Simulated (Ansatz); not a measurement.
An ideal cubic perovskite cell is held by its symmetry; such compounds can tilt or shift off centre at room temperature. The starting structures come from a database of crystals and need not be the phases stable at ambient conditions.

The decay constant κ of evanescent states in the gap governs leakage through a thin film.

Data:

```yaml
crystal:
  lattice:
    - [3.76619, 0.00000, 0.00000]
    - [0.00000, 3.76619, 0.00000]
    - [0.00000, 0.00000, 3.76619]
  atoms:
    - { symbol: Al, position: [0.50000, 0.50000, 0.50000] }
    - { symbol: Bi, position: [0.00000, 0.00000, 0.00000] }
    - { symbol: O, position: [0.50000, 0.00000, 0.50000] }
    - { symbol: O, position: [0.00000, 0.50000, 0.50000] }
    - { symbol: O, position: [0.50000, 0.50000, 0.00000] }
```

Space group of this cell: Pm-3m, cubic perovskite. The cell was relaxed by PBE-D3(BJ); by PBEsol its mean pressure is -2.0 GPa.

Transport runs along the normal of the first two printed cell vectors, the (001) plane of the conventional cell.

The gap is the functional's own, uncorrected, and κ follows it; spin-orbit coupling is left out. Mid-gap values are interpolated between the computed energies.

Compute, with PBEsol (Ansatz, an electronic-structure program), the band gap and the smallest decay constant κ at mid-gap.

Gap 1.50 eV on a 8×8×8 mesh; κ = 0.134 1/Å, at the zone centre.
